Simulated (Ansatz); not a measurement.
TiC: uniaxial strain ε_xx = +3.52 %

Consider TiC in the rock salt structure (space group Fm-3m, No. 225; a = 4.329 Å; relaxed with 0.1 eV smearing). Axes: x, y, z lie along the cube axes.

Modification: uniaxial strain ε_xx = +3.52 %, all other strain components held at zero, atoms relaxed at fixed cell.

All numbers come from Kohn–Sham DFT with the r2SCAN functional, run in Ansatz (a first-principles code) with PAW and 500 eV plane waves, without spin-orbit coupling, earlier PAW set. Settings: 23×23×23 k-points, 0.1 eV Fermi–Dirac smearing.

```tsv
quantity	base	changed	shift
space group	Fm-3m (No. 225)	I4/mmm (No. 139)	–
shortest interatomic distance	2.164 Å	2.164 Å	0.000 Å
energy relative to the base (free energy F)	0 meV/atom	+18 meV/atom	+18 meV/atom
band gap	zero	zero	–
stress (xx, yy, zz, yz, xz, xy; compression positive)	–	(-15.3, -4.3, -4.3, 0.0, 0.0, 0.0) GPa	–
```

Final structure:

```xyz
2
Lattice="0.0000 2.1643 2.1643 2.2404 0.0000 2.1643 2.2404 2.1643 0.0000" Properties=species:S:1:pos:R:3 pbc="T T T"
C      0.0000     0.0000     0.0000
Ti     2.2404     2.1643     2.1643
```

No phonon test of stability was made. The final runs are not spin-polarised.
